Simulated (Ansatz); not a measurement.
Adsorption energy and surface dipole of F on the 1x1 (10-10) surface of wurtzite ZnO (cut with top plane O + Zn), one in a 2x1 cell, started at the site 'top Zn #2', worked from the runs' numbers; total energies count from the potentials' own zero.

Host crystal: wurtzite ZnO, with a band gap (PBE, scalar-relativistic without spin-orbit coupling).

These are PBE (plane waves to 420 eV, PAW; Ansatz, an electronic-structure program) values and carry that method's errors.

Set-up: 33 atoms, 9.4 Å thick at the start under the adsorbate (thin: gaps and levels are the slab's own); mesh 3x4x1; 0.01 eV smearing; dipole correction on; 16 atoms held, the rest relaxed; start symmetry kept, larger cells not searched; spin-polarised, ending with about 0.5 μB a cell, a value that depends on the mesh; orders that need a larger cell were not tried, no spin-orbit, no U, no dispersion correction. The slab shows no gap over 0.04 eV on its mesh. At the end it is bonded to 2 Zn. In PBE it is, or lies within 0.03 eV of, the lowest of the starts that converged.

| quantity | value |
|---|---|
| slab with the adsorbate | -62993.018 eV |
| clean slab, same cell and mesh | -62185.886 eV |
| reference, ½ F2(g) | -805.593 eV |
| area of the cell | 34.72 Å² |
| change of the step from the bottom to the top vacuum level | 1.524 eV |

Question: What is the adsorption energy against this reference?

Answer: E(slab + adsorbate) − E(slab) − E(reference) = -1.54 eV, so in this state the adsorbate is more stable than in the reference, at a coverage of 2.88 a nm².

Question: What dipole does adsorption add to the slab along the outward normal (Helmholtz relation, ε₀ = 0.005526 e/(V·Å))?

Answer: p = −ε₀·A·ΔV = -0.292 e·Å = -1.40 D; its negative end points to the vacuum, which raises the vacuum level.
